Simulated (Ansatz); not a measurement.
Given:

```yaml
crystal:
  lattice:
    - [0.00000, 3.18483, 3.23260]
    - [3.18483, 0.00000, 3.23260]
    - [3.18483, 3.18483, 0.00000]
  atoms:
    - { symbol: Sn, position: [0.00000, 0.00000, 0.00000] }
    - { symbol: Te, position: [0.50000, 0.50000, 0.50000] }
```

No spin polarisation.

The values are results of Kohn–Sham DFT with the r2SCAN functional, run in Ansatz (a program for electronic structure) with PAW and 500 eV plane waves, no spin-orbit coupling, not measurements. Settings: 13×13×13 k-points, 0.05 eV Fermi–Dirac smearing.

What is the computed gap character?

Direct at N.

What band gap does the calculation give?

0.16 eV.

What is the computed pressure (mean of the normal stresses, compression positive)?

-0.61 GPa.

Spin-orbit coupling, missing from the scalar runs, can matter with Te. The cells carry an imposed strain or load. No phonon test of stability was made. The cell was made from SnTe in the rock salt structure (space group Fm-3m, No. 225) by this change: uniaxial strain ε_zz = +1.50 %. The zero or small gap of SnTe can change with the level of theory.
